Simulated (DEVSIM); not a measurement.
Device: Schottky contact on p-type Si, at 250 K.

Layer 1 from the left is Si, thickness (μm) 4.80, Na (cm⁻³) 3.9e15, τn (s) 6.4e-7, τp (s) 6.4e-7. Layer 2 from the left is Si, thickness (μm) 1.20, Na (cm⁻³) 1e18, τn (s) 6.4e-7, τp (s) 6.4e-7.

Left contact: Schottky, work function 4.434 eV, emission velocity 1.9e6 cm/s. Right contact: ohmic. Voltage is applied to the left contact. Recombination: SRH at mid-gap, Auger. Gap narrowing is on: ΔEg = 6.92 meV × (l + √(l² + 0.5)), l = ln(N/1.3e17 cm⁻³), shared equally by both band edges. Mobility is μmin + (μ − μmin)/(1 + (N/Nref)^α).

Constants are typed, rounded textbook-type inputs, not results; the design itself was drawn at random and stands for no fabricated device. Values at 300 K; Nc and Nv go as T^1.5, mobilities as T to minus their exponent, the gap by Varshni's rule with the affinity fixed.

Si: gap (eV) 1.124, affinity (eV) 4.05, permittivity 11.7, Nc (cm⁻³) 2.86e19, Nv (cm⁻³) 3.1e19, μn (cm²/Vs) 1417, μp (cm²/Vs) 470, μn,min 52, μp,min 45, Nref,n 9.7e16, Nref,p 2.2e17, αn 0.68, αp 0.72, T exponent of μn 2.3, T exponent of μp 2.2, Cn (cm⁶/s) 2.8e-31, Cp (cm⁶/s) 9.9e-32, Varshni α (eV/K) 0.000473, Varshni β (K) 636.

DEVSIM, 1D drift-diffusion, Boltzmann statistics, complete ionisation; no tunnelling, impact ionisation, image-force lowering or self-heating. Metal contacts follow the ideal Schottky-Mott rule: no Fermi-level pinning, no interface dipoles.

Dark forward current:

```tsv
|V| (V)	|J| (A/cm²)
0.05	4.111e-8
0.10	4.564e-7
0.15	4.653e-6
0.20	4.700e-5
0.25	0.0004733
0.30	0.004749
0.35	0.04728
0.40	0.4566
0.45	3.728
0.50	17.44
0.55	43.46
0.60	76.44
0.65	113.0
0.70	151.7
0.75	191.6
0.80	232.4
0.85	273.7
0.90	315.6
0.95	357.8
1.00	400.3
1.05	443.0
1.10	485.9
1.15	529.0
1.20	572.2
1.25	615.5
1.30	658.9
```

### Question
Work out the local ideality factor n = ΔV / (kT/q · ln(J2/J1)) between the rows 0.10 and 0.15 V, 1.25 and 1.30 V.

### Answer
kT/q = 21.54 mV. From 0.10 to 0.15 V: ln(4.653e-6/4.564e-7) = 2.322, n = 1.00, near the 1 of diffusion or emission over a barrier. From 1.25 to 1.30 V: ln(658.9/615.5) = 0.068, n = 34.07; the layers' resistance at their doping, Σ W/(qμN) = 0.0012 Ω cm², would take 50 mV of this step of 50 mV.

### Question
Estimate the current at 0.25 V for emission alone, J0 = q v N_band exp(−φB/kT), and read the barrier back from the simulated current.

### Answer
φB = 0.752 eV, N_band = 2.36e19 cm⁻³, J0 = 4.92e-9 A/cm²; J = J0 (exp(qV/kT) − 1) = 0.000540 A/cm². The simulation gives 0.000473 A/cm²; the estimate lies 14 % above. Read backwards, the simulated current gives an apparent barrier of 0.755 eV. The estimate leaves out transport through the depletion region and minority injection.
